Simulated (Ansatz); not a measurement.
Start from MgO in the rock salt structure (space group Fm-3m, No. 225; a = 4.215 Å).

Computed with plane-wave PAW DFT at the PBEsol level (Ansatz, a quantum-chemistry and plane-wave program, 420 eV), scalar-relativistic without spin-orbit coupling, earlier PAW set.

Base values:

```
Quantity                           Result
----------------------------  -----------
Gap between the host's bands      4.62 eV
Gap character                 direct at Γ
```

Modification: hole doping at 1.0×10^21 cm⁻³ (0.0187 per cell), with a uniform compensating background at fixed cell and a 300 K Fermi–Dirac width.

What does the calculation give for the gap between the host's bands, Fermi level from band edge and gap character after the change?

The gap between the host's bands rises by 0.03 eV to 4.65 eV; the Fermi level relative to the doped band's edge (positive inside the band; to 0.05 eV) is +0.05 eV; the gap character remains direct at Γ.

Carriers are added with a uniform compensating background; total energy and stress of such cells depend on the potential's zero and are not compared; many-body gap narrowing is missing at this level. No phonon test of stability was made.
